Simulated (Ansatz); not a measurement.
A self-consistent single point of Al₂NiS₄ (Fd-3m, 14 atoms in the cell) with Ansatz (a program for electronic structure).

Computed with BLYP, default PAW files made with PBE (plane waves; Ansatz).

```yaml
crystal:
  lattice:
    - [0.00000, 4.85353, 4.85353]
    - [4.85353, 0.00000, 4.85353]
    - [4.85353, 4.85353, 0.00000]
  atoms:
    - { symbol: Al, position: [0.12500, 0.12500, 0.12500] }
    - { symbol: Al, position: [0.62500, 0.12500, 0.12500] }
    - { symbol: Al, position: [0.12500, 0.62500, 0.12500] }
    - { symbol: Al, position: [0.12500, 0.12500, 0.62500] }
    - { symbol: Ni, position: [0.75000, 0.75000, 0.75000], spin: 2.0 }
    - { symbol: Ni, position: [0.50000, 0.50000, 0.50000], spin: 2.0 }
    - { symbol: S, position: [0.36260, 0.36260, 0.36260] }
    - { symbol: S, position: [0.91220, 0.36260, 0.36260] }
    - { symbol: S, position: [0.36260, 0.91220, 0.36260] }
    - { symbol: S, position: [0.36260, 0.36260, 0.91220] }
    - { symbol: S, position: [0.88740, 0.88740, 0.88740] }
    - { symbol: S, position: [0.33780, 0.88740, 0.88740] }
    - { symbol: S, position: [0.88740, 0.33780, 0.88740] }
    - { symbol: S, position: [0.88740, 0.88740, 0.33780] }
```
(The spins are starting values, not results.)

Reference input (self-consistent single point, DFT, PBE, plane waves, default PAW files): kpoints.mp_grid.grid = 3 3 3; hamiltonian.xc = pbe; hamiltonian.pseudopotentials = {kind: paw} (the program's default PAW files); magnetization.spin_polarized = true; scf.occupations.method = cold; scf.occupations.width = 0.1 eV. This run's input differs from it in these lines:

Ansatz 0.2 input:
```diff
@@ -23,3 +23,3 @@
 hamiltonian:
-  xc: pbe
+  xc: blyp
   pseudopotentials: { kind: paw }
```

Log, with long lists cut:

```
SCF iter   1: F=—  HF=-21125.806606 eV  |F-HF|=—  |Δ(HF+E_count)|=         —  Δρ=4.43e-2 (↑4.43e-2 ↓4.34e-2)  dr2=2.32e1  dr2_m=2.97e-1  M=4.000 μB ∫|m|=4.031 μB  β_m=0.30  ethr=3.10e-3  ⟨swp⟩=8.5  Hψ=2435  notcnv=0
Mixer restart at iter 1: flushing history
all-band conjugate gradients solve this SCF's bands
preconditioner: auto → Kerker (q_TF=auto, 2.361 Å⁻¹)
spin=Collinear: Kerker preconditioning applied to the charge; magnetization (m = ρ↑ − ρ↓) channel mixes plain (no charge-response kernel on spin).
   [... lines left out ...]
SCF iter  20: F=—  HF=-21121.951706 eV  |F-HF|=—  |Δ(HF+E_count)|=  6.40e-10  S|Δr|=    0.00e0  Δρ=9.57e-6 (↑1.26e-6 ↓9.57e-6)  dr2=2.14e-7  dr2_m=4.22e-8  M=3.708 μB ∫|m|=3.718 μB  β_m=0.81  ethr=5.41e-10  ⟨swp⟩=1.0  Hψ=431  notcnv=0  defer=81
SCF iter  21: F=-21121.951706 eV  HF=-21121.951706 eV  |F-HF|=9.82e-11  |Δ(HF+E_count)|=   1.28e-8  S|Δr|=    0.00e0  Δρ=2.04e-7 (↑1.70e-7 ↓2.04e-7)  dr2=3.48e-10  dr2_m=1.45e-11  M=3.708 μB ∫|m|=3.718 μB  ethr=1.04e-10  ⟨swp⟩=10.8  Hψ=2316  notcnv=0
SCF 1 converged in 21 iterations: F = -21121.951706 eV  dr2 = 3.48e-10
WARN: an SCF from antiferromagnetic starting moments (0.00, 0.00, 0.00, 0.00, -2.00, 2.00, 0.00, 0.00, 0.00, 0.00, 0.00, 0.00, 0.00, 0.00 Bohr magnetons, atom …
   [... lines left out ...]
Absolute magnetization: 3.7163 μB (∫|ρ↑−ρ↓|, with the PAW one-centre terms)
Free energy (F): -21121.951706 eV
Fermi energy:    8.412831 eV
   [... lines left out ...]
  atom  14  S      1.25952652     1.25952652    -1.25952652
--- Stress (GPa, compression-positive) ---
       15.454085      -0.000000      -0.000000
        0.000000      15.454085       0.000000
       -0.000000      -0.000000      15.454085
  P = ⅓ Tr σ = 15.4541 GPa (154.541 kbar)
  The stress holds the Pulay correction. Without it, at fixed plane waves, as pw.x and ABINIT print it: P = 15.4216 GPa
```

The run converged in 21 iterations. Against the reference run the pressure goes from 10.79 to 15.45 GPa, the largest force goes from 2.217 to 2.182 eV/Å and the size of the net moment stays at 0.26 μB/atom.

The starting cell was generated: these elements placed on a structure prototype, without a prior relaxation; it need not be a known phase or ordering of this composition. The magnetic order is the one reached from the typed start; others were not searched systematically. The program warned that, by what it read of turns of the moments, another magnetic order lies lower. With a pressure of about 15 GPa the cell is away from its equilibrium volume at this level. Forces in this geometry exceed 1 eV/Å. Ansatz's pressure includes its estimate of the finite-basis (Pulay) stress.
